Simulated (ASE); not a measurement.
BeS (zinc blende), cell Be32S32, with the crystal as the starting point [in the run: it stayed crystalline; mean temperature 307 K (target 300 K)]; MD at a mean temperature of 307 K and a mean pressure of 0.0 GPa, 2.3 ps sampled (in preparation the cell's shape was held).

Nuclei are classical, so zero-point motion is missing.

Question: What volume per atom; first peak of g(Be-S); coordination of S (bonds up to Be-S 2.98 Å); first peak of g(S-S); coordination of Be (bonds up to Be-S 2.98 Å) does the machine-learned potential CHGNet 0.3.0 in ASE give?

Answer: 
| Item | Result |
|---|---|
| volume per atom | 14.7 Å³ |
| first peak of g(Be-S) | 2.11 Å, height 10.0 |
| coordination of S (bonds up to Be-S 2.98 Å) | 4.00 (4-fold 100 %) |
| first peak of g(S-S) | 3.46 Å, height 9.4 |
| coordination of Be (bonds up to Be-S 2.98 Å) | 4.00 (4-fold 100 %) |
